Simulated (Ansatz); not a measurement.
Consider a 16-atom cell of (Ni,Pt)Ge started in the MnP type structure, site fractions Ni 0.875, Pt 0.125, short-range order -0.14 among the nearest mixed sites of the first mixed sublattice (0 is random, a negative value favours unlike neighbours), space group Cm at the end. Its start:

```xyz
16
Lattice="-5.3641 3.5771 0.0024 5.3641 3.5771 -0.0024 0.0027 -3.5771 -5.8996" Properties=species:S:1:pos:R:3 pbc="T T T"
Ge    -1.0521     2.6828    -2.4401
Ge     4.3497     2.6828    -2.3084
Ge    -4.3504     0.9863    -3.4446
Ge     1.0137     0.8022    -3.4471
Ge    -1.5946     0.9830    -5.4120
Ge     3.7695     0.8055    -5.4145
Ge    -3.8091     2.6828    -0.6098
Ge     1.6533     2.6828    -0.5321
Ni    -2.6355     0.9332    -1.7825
Ni     2.7286     0.8553    -1.7849
Ni    -2.7241     2.6828    -4.0843
Pt     2.6363     2.6828    -4.1107
Ni    -0.0382     2.6828    -4.7330
Ni    -0.0407    -0.8943    -4.7891
Ni     0.0573     4.4013    -1.1517
Ni     0.0573     0.9643    -1.1517
```

The mixing enthalpy is taken against the end members in the MnP type type (which need not be the stable form of every end member), relaxed in the same cell and mesh.

These are PBE (plane waves to 420 eV, PAW; Ansatz, an electronic-structure program) values and carry that method's errors. No spin–orbit coupling; the runs are not spin-polarised. Its k-point mesh 6×6×6, Fermi–Dirac width 0.05 eV.

| end member | weight | volume per atom (Å³) |
|---|---|---|
| NiGe | 0.875 | 13.73 |
| PtGe | 0.125 | 16.87 |

Problem. Predict the alloy's volume, bond lengths and mixing enthalpy.

Solution. 
```
Quantity                                                                                                Value
----------------------------------------------------------  -------------------------------------------------
volume per atom                                                                                      14.15 Å³
Ge–Ni bonds (within 1.22 times the sum of covalent radii)        2.455 Å on average, from 2.342 to 2.655 (42)
Ge–Pt bonds (within 1.22 times the sum of covalent radii)         2.543 Å on average, from 2.455 to 2.630 (6)
mixing enthalpy per site of the mixed sublattice                                                        6 meV
departure of the mean lattice parameter from Vegard's line  under 0.15 %, inside the noise of the relaxations
```
